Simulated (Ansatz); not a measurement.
The starting structures come from a database of crystals and need not be the phases stable at ambient conditions.

 Where the default PAW files enter, the runs use the earlier of Ansatz's two default sets.

By LDA, the system below comes out a metal.

The ballistic (Sharvin) conductance counts the channels at the Fermi level: G/A = (e²/h) × channels of both spins per area.

```
CELL_PARAMETERS angstrom
      4.61181     0.00000     0.00000
     -2.30590     3.99394     0.00000
      2.30591     1.33131     1.69095
ATOMIC_POSITIONS crystal
  Te 0.00000 0.50000 0.50000
```

Space group of this cell: R-3m. The cell is taken as given; by LDA its mean pressure is -1.3 GPa.

The current flows along the normal of the first two printed cell vectors, the (001) plane of the conventional cell. No spin-orbit coupling; the value is a mean over 0.1 eV about the Fermi level.

**Question.** Estimate the ballistic conductance per area that LDA run with Ansatz (a first-principles code) returns for this system.

**Answer.** 1.2 × 10¹⁵ S/m² for both spins.
